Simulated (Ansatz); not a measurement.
The starting structures come from a database of crystals and need not be the phases stable at ambient conditions.

Here is the system:

```
CELL_PARAMETERS angstrom
      6.10021     0.00000     0.00000
      0.00000     9.69460     0.00000
      0.00000     4.22028     4.80658
ATOMIC_POSITIONS crystal
  Zn 0.65633 0.50000 0.15029
  Zn 0.15633 0.00000 0.34971
  Si 0.65485 0.00000 0.67048
  Si 0.15485 0.50000 0.82952
  Cu 0.66629 0.75276 0.41926
  Cu 0.16629 0.74724 0.08074
  Cu 0.66629 0.24724 0.92478
  Cu 0.16629 0.25276 0.57522
  S  0.53870 0.00000 0.35582
  S  0.03870 0.50000 0.14418
  S  0.53693 0.76240 0.07172
  S  0.03693 0.73760 0.42828
  S  0.53693 0.23760 0.59652
  S  0.03693 0.26240 0.90348
  S  0.50577 0.50000 0.81911
  S  0.00577 0.00000 0.68089
```

Space group of this cell: Pmn2_1. The cell is taken as given; by PBEsol its mean pressure is -0.8 GPa.

Transport runs along the normal of the first two printed cell vectors.

No gap correction and no spin-orbit coupling; mid-gap values are interpolated between computed energies.

**Question.** Predict the band gap and the smallest decay constant κ at mid-gap from PBEsol (Ansatz, a first-principles code).

**Answer.** Gap 1.37 eV on a 6×6×6 mesh; κ = 0.150 1/Å, at the zone centre.
